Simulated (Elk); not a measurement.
## How a calculation on TaN (F-43m, 2 atoms in the cell) responds to its settings

```
CELL_PARAMETERS angstrom
      0.00000     2.38111     2.38111
      2.38111     0.00000     2.38111
      2.38111     2.38111     0.00000
ATOMIC_POSITIONS crystal
  Ta 0.00000 0.00000 0.00000
  N  0.75000 0.75000 0.75000
```

Base run A: PBEsol, all-electron FP-LAPW, Elk's shipped species files, APW+lo basis with extra local orbitals in Elk, self-consistent single point.

Its settings: xctype = 22; rgkmax = 8; swidth = 0.00183747 Ha; ngridk = 14 14 14; gmaxvr = 16 1/bohr; nxlo = 2; lorbcnd = true; lmaxi = 3; maxscl = 100.

The starting cell comes from a database of computed structures (which also holds hypothetical and non-ambient phases and stackings), without a prior relaxation at this level. Spin polarisation is off. Values depend on the basis (sphere radii, cutoffs, local orbitals), which need not be converged.

ΔF is the free energy per atom less that of run A. A dash stands where there is no value to compare (another energy zero or no entropy term, no result, no spin, no clean gap, or a mesh too coarse for one). 

```
run         epspot, epsengy  ΔF (meV/atom)         ending
---  ----------------------  -------------  -------------
A          default, default           0.00      converged
B     3.7e-05 Ha, 0.0037 Ha          -0.95      converged
C    3.7e-06 Ha, 0.00037 Ha           0.00      converged
D    3.7e-07 Ha, 3.7e-05 Ha           0.00      converged
E    3.7e-08 Ha, 3.7e-06 Ha          -0.01      converged
F    3.7e-09 Ha, 3.7e-07 Ha          -0.01      converged
G    3.7e-10 Ha, 3.7e-08 Ha              –  not converged
```

Run F against A: The free energy hardly moves (within 1 meV/atom).

Run D against A: The free energy hardly moves (within 1 meV/atom).

Run G against A: The run ended unconverged after 100 iterations.
